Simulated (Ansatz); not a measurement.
We consider HgO (P3₂21, No. 154, 6 atoms in the cell; start mp-1077107; a measured phase of this formula has another space group), described by LDA in Ansatz (PAW).

Settings: plane-wave cutoff 520 eV, 12×12×4 k mesh (along the axes of the cell as run), Fermi–Dirac smearing 0.01 eV, scalar-relativistic PAW data made under PBE.

Cell (relaxed at this level):

```cif
data_Hg3O3
_chemical_formula_sum 'Hg3 O3'
_space_group_name_H-M_alt 'P 1'
_space_group_IT_number 1
_cell_length_a 3.52238
_cell_length_b 3.52238
_cell_length_c 8.61790
_cell_angle_alpha 90.000
_cell_angle_beta 90.000
_cell_angle_gamma 120.000
loop_
_space_group_symop_operation_xyz
  'x, y, z'
loop_
_atom_site_label
_atom_site_type_symbol
_atom_site_fract_x
_atom_site_fract_y
_atom_site_fract_z
_atom_site_occupancy
Hg1 Hg 0.75413 0.75413 0.00000 1
Hg2 Hg 0.24587 0.00000 0.66667 1
Hg3 Hg 0.00000 0.24587 0.33333 1
O1 O 0.46511 0.46511 0.50000 1
O2 O 0.53489 0.00000 0.16667 1
O3 O 0.00000 0.53489 0.83333 1
```

Question: Give the computed band gap and bulk modulus.

Answer: 
* **band gap**: 1.36 eV (on the SCF k mesh)
* **bulk modulus**: 48.5 GPa

Note: the relaxation could not lower the start's symmetry, so the cell can be a saddle point above a distorted one; the bulk modulus is −V dP/dV from two relaxed cells at ±2 % in volume.

Spin–orbit coupling is not included.

Computed values are for the static lattice.

A start named mp-… is a Materials Project structure, which need not be a measured phase.

Ansatz is a program for electronic structure.
